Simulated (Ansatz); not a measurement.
**How the elastic constant C13 of hexagonal WC moves with the method**

No measured value is used here.

```csv
level (code),value (GPa),cell (Å³/atom)
LDA (Ansatz),198,10.13
LDA+SOC (Ansatz),194,10.12
BLYP (Ansatz),152,10.89
PBE (Ansatz),171,10.52
PBEsol (Ansatz),188,10.29
revPBE (Ansatz),166,10.61
RPBE (Ansatz),164,10.64
PBE-D3(BJ) (Ansatz),178,10.33
r²SCAN (Ansatz),175,10.42
HSE06 (Ansatz),175,10.28
```

Density-functional levels without +SOC have no spin–orbit coupling. PBE-D3(BJ): the dispersion coefficients are held fixed in the derivatives. HSE06: hybrids on metals are sensitive to the k mesh. HSE06: the run warned that the count of filled bands differs between k points. Each level is taken at its own relaxed cell. Cutoffs and k meshes differ between the levels. Ansatz's density-functional and Hartree–Fock values are scalar-relativistic unless marked +SOC, with PAW data made under PBE.

Ansatz is a quantum-chemistry and plane-wave program.
